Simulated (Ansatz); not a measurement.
Take MgS in the rock salt structure (space group Fm-3m, No. 225; a = 5.182 Å) as the base. Axes: x, y, z lie along the cube axes.

All numbers come from PBEsol in Ansatz (plane waves to 420 eV, PAW, scalar-relativistic without spin-orbit coupling).

Base values:

| Property | Value |
|---|---|
| Valley order | X along ⟨100⟩ 2.73 eV; Γ 3.69 eV |

Modification: the cell is stretched by 2.50 % along z with no lateral relaxation; the atoms relax in the strained cell.

Problem. Estimate the effect on the valley order.

Solution. The valley order (the lowest conduction-band minima on the path, energy above the VBM, named in the base's zone) changes from X along ⟨100⟩ 2.73 eV; Γ 3.69 eV to X along [100] 2.57 eV; X along [001] 2.70 eV; Γ 3.43 eV.

The levels and masses belong to the bands next to the band gap. Stability against distortions was not tested.

Ansatz is a first-principles code.
